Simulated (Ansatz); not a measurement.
Base system: Pb in the fcc (Cu type) structure (space group Fm-3m, No. 225; a = 4.934 Å; relaxed with 0.1 eV smearing). Axes: x, y, z lie along the cube axes.

Structures relaxed with PBEsol, PAW, 420 eV (Ansatz, a first-principles code; spin-orbit coupling left out).

Base:

Simulated powder pattern, Cu Kα1, λ = 1.54056 Å (kinematic, ideal powder, no thermal factors, no anomalous dispersion; the 10 strongest lines at most, above 2 %, up to 2θ = 90°):

| 2θ (°) | I/Imax (%) | hkl |
|---|---|---|
| 31.38 | 100 | (111) |
| 36.39 | 51 | (200) |
| 52.41 | 37 | (220) |
| 62.36 | 44 | (311) |
| 65.47 | 13 | (222) |
| 77.28 | 6.1 | (400) |
| 85.76 | 19 | (331) |
| 88.56 | 18 | (420) |

Perturbation: compressive biaxial strain of 0.68 % in the plane normal to [001], as in epitaxy on a mismatched substrate; the out-of-plane cell vector and the atoms relax.

Task: Where do the lines fall after the change?

Result: 
Simulated powder pattern, Cu Kα1, λ = 1.54056 Å (kinematic, ideal powder, no thermal factors, no anomalous dispersion; the 10 strongest lines at most, above 2 %, up to 2θ = 90°):

```
2θ (°)  I/Imax (%)    hkl
------  ----------  -----
31.42          100  (111)
36.01           18  (002)
36.64           33  (200)
52.32           25  (202)
52.79           12  (220)
61.88           15  (113)
62.73           29  (311)
65.57           13  (222)
85.64           13  (313)
86.40          6.4  (331)
```

The indices refer to the base's conventional cell; one index is shown for lines that coincide. The space group is now I4/mmm (No. 139).

No phonon test of stability was made.
